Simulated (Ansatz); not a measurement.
Base system: Pd in the fcc (Cu type) structure (space group Fm-3m, No. 225; a = 3.8777 Å; relaxed with 0.1 eV smearing). Axes: x, y, z lie along the cube axes.

Method: Ansatz (an electronic-structure program), PBEsol, PAW, cutoff 420 eV, no spin-orbit coupling.

Before the change:

Pressure: 0.0 GPa

Perturbation: tensile biaxial strain of 0.81 % in the plane normal to [111], as in epitaxy on a mismatched substrate; the out-of-plane cell vector and the atoms relax.

What does the calculation give for the energy relative to the base, out-of-plane strain and pressure after the change?

The energy goes up by 1.9 meV/atom; the out-of-plane strain is -0.73 %; the pressure (mean of the normal stresses, compression positive) goes from zero to -1.7 GPa.

No phonon test of stability was made. The final runs are not spin-polarised.
